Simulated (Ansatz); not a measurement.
# A self-consistent single point of CsGeI₃ (Cm, 5 atoms in the cell) with Ansatz

Method: LDA (PW92), default PAW files made with PBE (plane waves; Ansatz, a first-principles code).

Input as run:

Ansatz 0.2 input:
```yaml
# CsGeI3
crystal:
  lattice:
    - [4.36642500, -4.23685800, 0.00000000]
    - [4.36642500, 4.23685800, 0.00000000]
    - [-0.32523800, 0.00000000, 6.13785300]
  atoms:
    - { symbol: Cs, position: [0.91129300, 0.91129300, 0.59475600] }
    - { symbol: Ge, position: [0.37265000, 0.37265000, 0.13414000] }
    - { symbol: I, position: [0.41162000, 0.41162000, 0.58077000] }
    - { symbol: I, position: [0.91993000, 0.40881000, 0.09324000] }
    - { symbol: I, position: [0.40881000, 0.91993000, 0.09324000] }
basis:
  ecutwfc: 30.9 Ry
kpoints:
  mp_grid:
    grid: [3, 3, 3]
hamiltonian:
  xc: lda
  pseudopotentials:
    kind: paw
scf:
  occupations:
    method: fixed
output:
  forces: true
  eigenvalues: true
  stress: true
```

Output, abridged:

```
WARN ansatz: RAYON_NUM_THREADS=1 ignored (pool sized by the plan → 1); use --threads N
Pseudopotentials: kind: paw
Pseudopotential: Cs, paw, valence charge 9
Pseudopotential: Ge, paw, valence charge 14
Pseudopotential: I, paw, valence charge 17
Crystal: 5 atoms, lattice volume = 227.100 Å³
Basis set: ecut = 420.4159175005146 eV, 4463 PW (Γ)
Bands: 45, of which v1, the nominal top of the filled ones, is band 37 counted from 1 (36 counted from 0)
Symmetry: 2 space group operations
Space group: Cm (ITA 8), of the structure as read, at distance tolerance 6.1e-5 Å
k-points: 10 of 27 (time reversal used)
PAW frozen core: Cs, regenerated for the run's functional, and the local potential with it
PAW frozen core: Ge, regenerated for the run's functional, and the local potential with it
PAW frozen core: I, regenerated for the run's functional, and the local potential with it
Initial density: superposition of atomic densities (neutral atoms: chi_scale 0, normalization atom), corrected by the library's trained network
Initial wavefunctions: pseudopotential atomic-orbital guess
Eigensolver: davidson
Functional: x = slater, c = lda
SCF iter   1: F=—  HF=-31792.217139 eV  |F-HF|=—  |Δ(HF+E_count)|=         —  Δρ=3.77e-3  dr2=2.50e-2  ethr=1.77e-3  ⟨swp⟩=5.3  Hψ=1558  notcnv=0  defer=54
all-band conjugate gradients solve this SCF's bands
preconditioner: auto → Resta (q_TF=auto, 2.263 Å⁻¹)
SCF iter   2: F=—  HF=-31792.207912 eV  |F-HF|=—  |Δ(HF+E_count)|=   9.23e-3  Δρ=2.11e-3  dr2=6.78e-3  ethr=3.37e-5  ⟨swp⟩=3.3  Hψ=835  notcnv=0  defer=60
SCF iter   3: F=—  HF=-31792.207184 eV  |F-HF|=—  |Δ(HF+E_count)|=   7.29e-4  Δρ=4.20e-4  dr2=5.29e-4  ethr=9.17e-6  ⟨swp⟩=3.6  Hψ=837  notcnv=0  defer=60
SCF iter   4: F=—  HF=-31792.206947 eV  |F-HF|=—  |Δ(HF+E_count)|=   2.37e-4  Δρ=1.45e-4  dr2=6.90e-5  ethr=7.15e-7  ⟨swp⟩=2.0  Hψ=807  notcnv=0  defer=60
SCF iter   5: F=—  HF=-31792.206921 eV  |F-HF|=—  |Δ(HF+E_count)|=   2.59e-5  Δρ=5.89e-5  dr2=9.86e-6  ethr=9.33e-8  ⟨swp⟩=2.0  Hψ=645  notcnv=0  defer=59
SCF iter   6: F=—  HF=-31792.206918 eV  |F-HF|=—  |Δ(HF+E_count)|=   2.52e-6  Δρ=1.74e-5  dr2=1.33e-6  ethr=1.33e-8  ⟨swp⟩=2.0  Hψ=789  notcnv=0  defer=59
SCF iter   7: F=—  HF=-31792.206919 eV  |F-HF|=—  |Δ(HF+E_count)|=   1.95e-7  Δρ=5.02e-6  dr2=1.25e-7  ethr=1.80e-9  ⟨swp⟩=2.0  Hψ=639  notcnv=0  defer=59
SCF iter   8: F=-31792.206919 eV  HF=-31792.206919 eV  |F-HF|=1.26e-9  |Δ(HF+E_count)|=   1.53e-8  Δρ=1.19e-6  dr2=5.62e-9  ethr=1.35e-10  ⟨swp⟩=16.0  Hψ=2694  notcnv=0
SCF 1 converged in 8 iterations: F = -31792.206919 eV  dr2 = 5.62e-9
SCF converged after 8 iterations
Free energy (F): -31792.206919 eV
Harris-Foulkes:  -31792.206919 eV  (|F-HF|=1.26e-9)
Internal energy: -31792.206919 eV  (E = F + TS)
E sigma→0 (E₀):  -31792.206919 eV
Fermi energy:    3.327982 eV
--- Per-component energies (eV) ---
  E_band       = -1488.930053
  E_kinetic    = 818.844056
  E_local      = -10383.208499  (includes V_loc(G=0)·N_el)
  E_nonlocal   = 191.225043
  E_hartree    = 5023.657683
  E_xc         = -628.233153
  E_vxc        = -575.340405  (∫ρ·V_xc dr)
  E_paw        = -20817.772959  (= ΣΔE_a)
  E_vpaw       = -1587.764584  (= ΣTr[D̂ρ^β])
  E_aug_tail   = 0.000413  (compensation charges beyond the density's cutoff)
  E_ewald      = -6001.242029
  E_core_change = 4.522528  (= ΣΔE_core)
  E_smearing   = -0.000000  (= −TS)
  E_closure    = 0.000000  (closes the sum)
  Σ components = -31792.206919   (vs F -31792.206919, Δ=0.00e0)
--- Forces (eV/Å), atoms counted from 1 ---
  atom   1  Cs    -0.00467089     0.00000000     0.00110118
  atom   2  Ge     0.15923264     0.00000000    -0.11062896
  atom   3  I     -0.03124848     0.00000000     0.07324671
  atom   4  I     -0.06164029     0.04356725     0.01812907
  atom   5  I     -0.06164029    -0.04356725     0.01812907
  max |Σ_I F_I| component: 3.27e-5 eV/Å
--- Stress (GPa, compression-positive) ---
       -2.069415       0.000000       0.037107
        0.000000      -2.028785       0.000000
        0.037107       0.000000      -2.077758
  P = ⅓ Tr σ = -2.0587 GPa (-20.587 kbar)
  The stress holds the Pulay correction. Without it, at fixed plane waves, as pw.x and ABINIT print it: P = -2.0778 GPa
--- Band table (eV; the first three rows and the last of 10) ---
  k-point 0: bands = ["-40.3201", "-40.3029", "-40.3026", "-40.2744", "-40.2741", "-40.2577", "-40.2577", "-40.2562", "-40.2554", "-40.1506", "-40.1498", "-40.1318", "-40.1318", "-40.1311", "-40.1309", "-20.5727", "-20.5720", "-20.5578", "-20.5576", [...]
  k-point 1: bands = ["-40.3201", "-40.3029", "-40.3026", "-40.2744", "-40.2741", "-40.2577", "-40.2577", "-40.2562", "-40.2554", "-40.1506", "-40.1498", "-40.1318", "-40.1318", "-40.1311", "-40.1309", "-20.5726", "-20.5720", "-20.5578", "-20.5576", [...]
  k-point 2: bands = ["-40.3201", "-40.3029", "-40.3027", "-40.2744", "-40.2741", "-40.2577", "-40.2577", "-40.2560", "-40.2556", "-40.1506", "-40.1498", "-40.1318", "-40.1318", "-40.1310", "-40.1309", "-20.5727", "-20.5719", "-20.5578", "-20.5576", [...]
  k-point 9: bands = ["-40.3201", "-40.3028", "-40.3027", "-40.2744", "-40.2741", "-40.2577", "-40.2577", "-40.2559", "-40.2557", "-40.1506", "-40.1498", "-40.1318", "-40.1317", "-40.1310", "-40.1310", "-20.5726", "-20.5719", "-20.5578", "-20.5576", [...]
```

The run converged in 8 iterations.

The starting cell comes from a database of computed structures (which also holds hypothetical and non-ambient phases and stackings), without a prior relaxation at this level. Its lattice was rescaled by up to half a per cent. One atom was moved a little off its site on purpose. Spin-orbit coupling is off. Ansatz's pressure includes its estimate of the finite-basis (Pulay) stress. Another mesh or the band path of this cell gives a smaller gap, so this value is not converged in the mesh.
